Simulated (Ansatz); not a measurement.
Results of PBE (PAW; Ansatz, a program for electronic structure) for MgS (model structure, started from the GeS type, Fm-3m, No. 225, 8 atoms in the cell).

Numerical settings: plane-wave cutoff 520 eV, 6×16×14 k mesh (along the axes of the cell as run), Fermi–Dirac smearing 0.05 eV, scalar-relativistic PAW data made under PBE.

Computed at the level's own relaxed cell.

```
MgS
1.0
   10.45938     0.00000     0.00000
    0.00000     3.69794     0.00000
    0.00000     0.00000     3.69802
Mg S
4 4
Direct
  0.12500   0.25000   0.24991
  0.37500   0.75000   0.74991
  0.87500   0.75000   0.75009
  0.62500   0.25000   0.25009
  0.87500   0.25000   0.25005
  0.62500   0.75000   0.75005
  0.12500   0.75000   0.74995
  0.37500   0.25000   0.24995
```

Problem. List the 21 lowest band energies at Γ above −25 eV (eV, relative to the valence band maximum), grouping those that round alike.

Solution. At Γ: -12.58, -11.86 (×2), -10.96, -4.10, -2.51 (×2), -1.64 (×2), -0.95 (×4), 0.00 (×3), 2.76, 3.60, 4.43, 4.95 (×2).

A model structure was made by putting elements into a prototype or built by hand; here it ended with the formula and space group of a phase in our tables.
